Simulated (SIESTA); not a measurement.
Worked example: self-consistent single point of ZrBrN (P1, 6 atoms in the cell) in SIESTA.

Level of theory: GGA PBEsol with spin-orbit coupling, numerical atomic orbitals DZP, PseudoDojo PBEsol fully relativistic norm-conserving potentials (rewritten from UPF to PSML) run with SIESTA 5.4.2.

```yaml
crystal:
  lattice:
    - [3.61974, 0.00000, 0.00000]
    - [0.00000, 4.11929, 0.00000]
    - [0.00000, 0.00000, 9.02239]
  atoms:
    - { symbol: Zr, position: [0.99452, 0.48775, 0.09433] }
    - { symbol: Zr, position: [0.49275, 0.00589, 0.89976] }
    - { symbol: Br, position: [0.98100, 0.98537, 0.66943] }
    - { symbol: Br, position: [0.50911, 0.51379, 0.33459] }
    - { symbol: N, position: [0.99881, 0.99624, 0.03194] }
    - { symbol: N, position: [0.52381, 0.51095, 0.96995] }
```

Reference input (self-consistent single point, DFT, GGA PBEsol, numerical atomic orbitals DZP, PseudoDojo PBEsol standard norm-conserving potentials (rewritten from UPF to PSML)): XC.functional = GGA; XC.authors = PBEsol; potentials = PseudoDojo PBEsol standard; PAO.BasisSize = DZP; PAO.EnergyShift = 0.005 Ry; MeshCutoff = 400 Ry; kgrid.MonkhorstPack = 5 4 2; OccupationFunction = FD; ElectronicTemperature = 10 K; MaxSCFIterations = 150; SCF.Mixer.Method = Pulay; SCF.Mixer.Weight = 0.2. This run's input differs from it in these lines:

```diff
@@ -1,2 +1,2 @@
-# files in the folder: Zr.psml Br.psml N.psml (PseudoDojo PBEsol standard)
+# files in the folder: Zr.psml Br.psml N.psml (PseudoDojo PBEsol fully relativistic)
 SystemName  ZrBrN
@@ -39,2 +39,11 @@
 ElectronicTemperature        10 K
+Spin                         spin-orbit
+%block DM.InitSpin
+  1 0.00 0.00 0.00
+  2 0.00 0.00 0.00
+  3 0.00 0.00 0.00
+  4 0.00 0.00 0.00
+  5 0.00 0.00 0.00
+  6 0.00 0.00 0.00
+%endblock DM.InitSpin
```

Log, with long lists cut:

```
        iscf     Eharris(eV)        E_KS(eV)     FreeEng(eV)     dDmax    Ef(eV) dHmax(eV)
   scf:    1    -4124.862918    -4164.999279    -4164.999279  0.879579 -5.004941 15.211110
     spin moment: {S} , |S| = {    0.00000   -0.00000    0.00000 }     0.00000
   scf:    2    -4185.076126    -4177.637649    -4177.637649  0.097561 -5.769534  3.471646
     spin moment: {S} , |S| = {   -0.00000    0.00000   -0.00000 }     0.00000
   scf:    3    -4179.388155    -4178.948868    -4178.948868  0.034129 -6.379751  0.986726
     spin moment: {S} , |S| = {   -0.00000   -0.00000   -0.00000 }     0.00000
   [... lines left out ...]
     spin moment: {S} , |S| = {   -0.00000   -0.00000   -0.00000 }     0.00000
   scf:    9    -4178.989482    -4178.989510    -4178.989510  0.000401 -5.420485  0.013297
     spin moment: {S} , |S| = {    0.00000   -0.00000    0.00000 }     0.00000
   scf:   10    -4178.989533    -4178.989517    -4178.989517  0.000129 -5.420321  0.000388
     spin moment: {S} , |S| = {    0.00000   -0.00000    0.00000 }     0.00000
   scf:   11    -4178.989516    -4178.989517    -4178.989517  0.000010 -5.420339  0.000171
     spin moment: {S} , |S| = {    0.00000   -0.00000   -0.00000 }     0.00000
SCF Convergence by DM+H criterion
max |DM_out - DM_in|         :     0.0000099249
max |H_out - H_in|      (eV) :     0.0001707676
SCF cycle converged after 11 iterations

Using DM_out to compute the final energy and forces

siesta: E_KS(eV) =            -4178.9895

siesta: E_KS - E_eggbox =     -4178.9895

siesta: Atomic forces (eV/Ang):
     1    0.615699    0.677568    1.545062
     2    0.216113   -0.218452    0.105642
     3    0.147127    0.071868    0.051204
     4    0.034847   -0.092774   -0.599078
     5    0.387033    0.317237   -0.350337
     6   -1.398678   -0.754848   -0.754294
   Tot    0.002141    0.000599   -0.001799
   Max    1.545062
   Res    0.632340    sqrt( Sum f_i^2 / 3N )
   Max    1.545062    constrained

   [... lines left out ...]
siesta: FreeEng =     -4178.989517
   [... lines left out ...]
siesta:     0.002794    0.000605   -0.004079
siesta:     0.000605   -0.007241   -0.004806
siesta:    -0.004079   -0.004806    0.009244

siesta: Cell volume =        134.530681 Ang**3

siesta: Pressure (static):
siesta:                Solid            Molecule  Units
siesta:          -0.00001741          0.00021703  Ry/Bohr**3
siesta:          -0.00159889          0.01992682  eV/Ang**3
siesta:          -2.56170107         31.92627830  kBar
```

The run converged in 11 iterations. Against the reference run the pressure moves little (-0.24 to -0.26 GPa), the largest force hardly changes (1.800 to 1.796 eV/Å) and the gap on the mesh moves little (1.726 to 1.717 eV).

The starting cell comes from a database of computed structures (which also holds hypothetical and non-ambient phases and stackings), without a prior relaxation at this level. Its atoms were displaced at random from the sites of space group no. 59. Values carry the incompleteness of an atom-centred basis. Forces in this geometry exceed 1 eV/Å.

Cost on one core of a shared machine: roughly 80 s.
